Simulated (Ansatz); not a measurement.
A computed series for HfO2: response to strain

The reference is HfO₂ in the fluorite structure (space group Fm-3m, No. 225).

```
HfO2
1.0
    0.00000     2.52923     2.52923
    2.52923     0.00000     2.52923
    2.52923     2.52923     0.00000
Hf O
1 2
Direct
  0.00000   0.00000   0.00000
  0.25000   0.25000   0.25000
  0.75000   0.75000   0.75000
```

Cartesian axes are those of the cell as printed.

Strains are applied to the cell and any free atomic positions relax.

All numbers come from Kohn–Sham DFT with the r2SCAN functional, run in Ansatz (an electronic-structure program) with PAW and 500 eV plane waves, scalar-relativistic without spin-orbit coupling.

Candidates:
(a) isotropic strain +5.35 %
(b) isotropic strain −1.98 %
(c) strain tensor (xx, yy, zz, yz, xz, xy) = (−0.98, +1.63, −0.68, −1.15, −0.44, +0.31) %
(d) isotropic strain −1.37 %

Before the change:

- Band gap: 4.30 eV

Order them by band gap, lowest first.

(a) isotropic strain +5.35 % (3.86 eV), (c) strain tensor (xx, yy, zz, yz, xz, xy) = (−0.98, +1.63, −0.68, −1.15, −0.44, +0.31) % (4.15 eV), (d) isotropic strain −1.37 % (4.41 eV), (b) isotropic strain −1.98 % (4.46 eV)

Spin-orbit coupling, missing from the scalar runs, can matter with Hf. Stability against distortions was not tested. This is not the structure that HfO2 has at room temperature and ambient pressure.
